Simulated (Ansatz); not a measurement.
# InAs: tensor shear ε_xy = +0.57 %

Start from InAs in the zinc blende structure (space group F-43m, No. 216; a = 6.026 Å). Axes: x, y, z lie along the cube axes.

The change: tensor shear ε_xy = +0.57 % (engineering shear γ = 0.0114), atoms relaxed at fixed cell.

Method: LDA (Ansatz, a program for electronic structure; PAW; 420 eV plane waves; no SOC). Settings: 10×10×10 k-points, 0.05 eV Fermi–Dirac smearing.

```tsv
quantity	base	changed	shift
volume per atom	27.35 Å³	27.35 Å³	0.00 Å³
space group	F-43m (No. 216)	Imm2 (No. 44)	–
shortest interatomic distance	2.609 Å	2.606 Å	-0.003 Å
energy relative to the base (free energy F)	0 meV/atom	+0.4 meV/atom	+0.4 meV/atom
pressure (mean of the normal stresses, compression positive)	0.0 GPa	0.0 GPa	0.0 GPa
band gap	zero	zero	–
valley order (the lowest conduction-band minima on the path, energy above the VBM, named in the base's zone)	–	Γ 0.04 eV; L along [1-11] 0.76 eV; L along [11-1] 0.86 eV; X along [001] 1.40 eV	–
stress (xx, yy, zz, yz, xz, xy; compression positive) (rough)	–	(0.0, 0.0, 0.0, 0.0, 0.0, -0.4) GPa	–
```

Without a gap, meshes like the base's 10×10×10 leave anisotropic stresses uncertain by several tenths of a GPa, and small strain energies with them. The cells carry an imposed strain or load. Stability against distortions was not tested. All final runs are without spin polarisation. Gaps under 0.05 eV, about the width of the smearing, are given as zero. A zero or small gap of InAs can be the functional's error rather than a property of the material.
